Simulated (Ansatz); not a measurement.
The reference is SnO2 in the rutile structure (space group P4_2/mnm, No. 136; a = 4.7224 Å, c = 3.1903 Å). Axes: x, y, z lie along a, b, c of the conventional cell.

Calculations: Ansatz (a quantum-chemistry and plane-wave program), LDA, PAW, cutoff 420 eV, scalar-relativistic without spin-orbit coupling.

Strains are applied to the cell and any free atomic positions relax.

One change was made to it. Results:

The electron mass changes from 0.18 mₑ along c, 0.20 mₑ across (at Γ) to 0.19 mₑ along z, 0.21 mₑ across (at Γ); the band gap goes up by 0.13 eV to 1.29 eV.

### Question
What was done to the base?
A) uniaxial strain ε_xx = −1.20 %
B) uniaxial strain ε_xx = −1.80 %
C) uniaxial strain ε_xx = −3.00 %
D) uniaxial strain ε_xx = −2.40 %

### Answer
A, uniaxial strain ε_xx = −1.20 %. For comparison, the band gap in the other runs: uniaxial strain ε_xx = −3.00 % gives 1.51 eV; uniaxial strain ε_xx = −2.40 % gives 1.43 eV; uniaxial strain ε_xx = −1.80 % gives 1.36 eV.

Masses are band curvatures over ±0.01 Å⁻¹ around the edge. No phonon test of stability was made.
